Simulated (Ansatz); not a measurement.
Br on the 1x1 (111) surface of fcc Ag, one in a 2x2 cell, started at the site 'hollow Ag-Ag-Ag over Ag at depth 2.4 Å'

The numbers are results of PBE (plane waves to 420 eV, PAW; Ansatz, an electronic-structure program), not measurements.

Set-up: 17 atoms, 7.1 Å thick at the start under the adsorbate (thin: gaps and levels are the slab's own); mesh 6x6x1; 0.1 eV smearing; dipole correction on; 8 atoms held, the rest relaxed; held to the start's symmetry, so lower structures may exist; no spin, no spin-orbit, no U, no dispersion correction. At the end it is bonded to 3 Ag. In PBE it is, or lies within 0.03 eV of, the lowest of the starts that converged.

* **adsorption energy against ½ Br2(g)**: -136 kJ/mol
* **work function of the top face**: 5.37 eV
* **change of the work function**: 0.93 eV
* **change of the step from the bottom to the top vacuum level, against the clean slab**: 0.91 eV
* **energy released by relaxation**: 0.026 eV
* **height of the binding atom over the mean of the host atoms within 0.3 Å of the top one**: 2.185 Å
* **nearest host atoms of the binding atom**: Ag at 2.77 Å, Ag at 2.77 Å, Ag at 2.77 Å
* **largest move of a host atom**: 0.05 Å
* **cost**: around 4 core-minutes (rough)

A negative adsorption energy means that the adsorbate is more stable on the surface than in its reference.
